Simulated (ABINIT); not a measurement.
Pressure against volume in rock-salt PbSe (space group 225) (ABINIT, PBEsol)

```yaml
crystal:
  lattice:
    - [0.00000, 2.97115, 2.97115]
    - [2.97115, 0.00000, 2.97115]
    - [2.97115, 2.97115, 0.00000]
  atoms:
    - { symbol: Pb, position: [0.00000, 0.00000, 0.00000] }
    - { symbol: Se, position: [0.50000, 0.50000, 0.50000] }
```

Method of the run: PBEsol, norm-conserving pseudopotentials (PseudoDojo nc-sr-04 PBEsol standard) (plane waves; ABINIT). Settings: pseudos = [Pb.upf, Se.upf]; ecut = 56 Ha; occopt = 3; tsmear = 0.00036749 Ha; ngkpt = 9 9 9; nshiftk = 1; shiftk = 0 0 0; potentials = PseudoDojo nc-sr-04 PBEsol standard; nband = 21; kptopt = 1; nstep = 60; tolvrs = 1e-11. The cell above is the first row's. The rows scale it uniformly. In all rows fractional positions and the k mesh are held.

| V (Å^3/atom) | P (GPa) |
|---|---|
| 26.2286 | ? |
| 26.7988 | 3.39 |
| 27.3690 | 2.02 |
| 27.9392 | 0.79 |
| 28.5093 | -0.31 |
| 29.0795 | -1.30 |
| 29.6497 | -2.19 |
| 30.2199 | -2.98 |
| 30.7901 | -3.70 |

Task: Fit P against V with a cubic, and predict the withheld value at V = 26.2286.

Result: With u = V - 28.8, the rows have u = -2.0012, -1.4310, -0.8608, -0.2907, 0.2795, 0.8497, 1.4199, 1.9901. Least squares gives P = -0.830 - 1.7309·u + 0.1668·u² - 0.01089·u³. Residuals (row less fit): 0.001, 0.000, 0.000, 0.002, 0.001, -0.003, 0.003, 0.000; standard error 0.002 (degrees of freedom: 4). The fitted pressure is zero at V0 = 28.34, where dP/dV = -1.891, so B0 = -V0·dP/dV = 53.6 GPa. At the withheld row, u = -2.5714, so P = -0.830 - 1.7309 × (-2.5714) + 0.1668 × (-2.5714)² - 0.01089 × (-2.5714)³ = 4.909 GPa. The calculation gives 4.92 GPa, 0.011 GPa above the prediction (0.1 % of the range of P in the table). The row lies outside the fitted rows, so this is an extrapolation. From the scatter of the fitted rows alone, a prediction at this place has a standard error of 0.007 GPa, so the miss is 1.7 times that.

Carrying the step between the two nearest rows on in a straight line would have given 4.76, off by 0.16; series whose last step already gives the withheld value aren't shown. The scan was laid around a cell of about the measured size, scaled by a guess for this functional. The runs keep the symmetry of the cell, so they don't test it for distortions. The PBEsol file for Pb was generated anew from PseudoDojo's inputs, some of which were changed. Spin-orbit coupling is off. Cutoffs and mesh are single choices, not tested for convergence of this quantity. Series with a scatter that would blur these digits, or in which a gap closes, are not shown.
